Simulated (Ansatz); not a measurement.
We consider Se (P3₁21, No. 152, 3 atoms in the cell; start COD 1534711), described by G0W0@PBEsol (Ansatz, a quantum-chemistry and plane-wave program, plane waves, hard PAW, contour deformation).

The same calculation (at a fixed cell, not relaxed at this level and not confirmed as the measured one, 26.101 Å³/atom) with different numerical settings; throughout: k mesh 3×3×2:

| run | response cutoff (eV) | empty bands | quasiparticle gap on the mesh (eV) | quasiparticle gap at Γ (eV) | rough time |
|---|---|---|---|---|---|
| 1 | 100 | 327 | 1.874 | 3.249 | 90 core-s |
| 2 | 150 | 600 | 1.886 | 3.251 | 6 core-min |
| 3 | 200 | 924 | 1.887 | 3.250 | 10 core-min |
| 4 | 250 | 1291 | 1.887 | 3.248 | 20 core-min |
| 5 | 300 | 1697 | 1.886 | 3.247 | 50 core-min |

In the column quasiparticle gap on the mesh (eV) the first row differs from the last by -0.012 and the next to last by +0.001.

The last row is no converged limit: other settings stay fixed.

Spin–orbit coupling is not included.
